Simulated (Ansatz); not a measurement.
The reference is BeTe in the zinc blende structure (space group F-43m, No. 216; a = 5.554 Å). Axes: x, y, z lie along the cube axes.

Method: LDA (Ansatz, a first-principles code; PAW; 420 eV plane waves; spin-orbit coupling left out).

Strains are applied to the cell and any free atomic positions relax; under biaxial strain the out-of-plane vector relaxes too.

One change was made to it. Results:

```csv
quantity,base,after
"valence-band top at Γ (three highest levels, from the VBM)","0.00, 0.00, 0.00 eV","0.00, 0.00, -0.11 eV"
energy relative to the base (free energy F),0 meV/atom,+1.4 meV/atom
band gap,1.79 eV,1.72 eV
```

Problem. Which of these changes matches the shifts?
A. biaxial strain −0.83 %, plane normal [111], relaxed out of plane
B. biaxial strain −1.25 %, plane normal [111], relaxed out of plane
C. biaxial strain +2.08 %, plane normal [111], relaxed out of plane
D. biaxial strain +0.42 %, plane normal [111], relaxed out of plane
E. biaxial strain +1.67 %, plane normal [111], relaxed out of plane

Solution. A, biaxial strain −0.83 %, plane normal [111], relaxed out of plane. For comparison, the valence-band top at Γ in the other runs: biaxial strain −1.25 %, plane normal [111], relaxed out of plane gives 0.00, 0.00, -0.17 eV; biaxial strain +0.42 %, plane normal [111], relaxed out of plane gives 0.00, -0.05, -0.05 eV; biaxial strain +2.08 %, plane normal [111], relaxed out of plane gives 0.00, -0.21, -0.21 eV; biaxial strain +1.67 %, plane normal [111], relaxed out of plane gives 0.00, -0.18, -0.18 eV.

Spin-orbit coupling, missing from the scalar runs, can matter with Te. Stability against distortions was not tested.
